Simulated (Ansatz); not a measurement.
The parent structure is an 8-atom supercell of InAgTe2 in the chalcopyrite structure (space group I-42d, No. 122; a = 6.5693 Å, c = 13.0039 Å) at its relaxed geometry.

Method: PBE in Ansatz (plane waves to 420 eV, PAW, no spin-orbit coupling), earlier PAW set.

Before the change:

```
Property   Result
--------  -------
Pressure  0.0 GPa
```

Perturbation: a neutral Ag interstitial (started 2.81 Å from the nearest host atom), atoms relaxed at fixed cell, starting from a slightly rattled geometry.

How does this affect the final site of the added atom, pressure and largest displacement of a host atom from its site in the perfect cell?

The final site of the added atom is 4 Te at 2.93–3.03 Å and 2 Ag at 2.93–3.03 Å and 2 In at 3.01–3.24 Å; the pressure goes from zero to 2.4 GPa; the largest displacement of a host atom from its site in the perfect cell is 0.43 Å.

The cell is small, so the values are those of an ordered compound at a high defect concentration; dilute-limit values will differ. A case with no gap was solved on a k-mesh chosen for an insulator, which is coarse for it. The final runs are not spin-polarised. The defect cell is not spin-polarised.

Ansatz is an electronic-structure program.
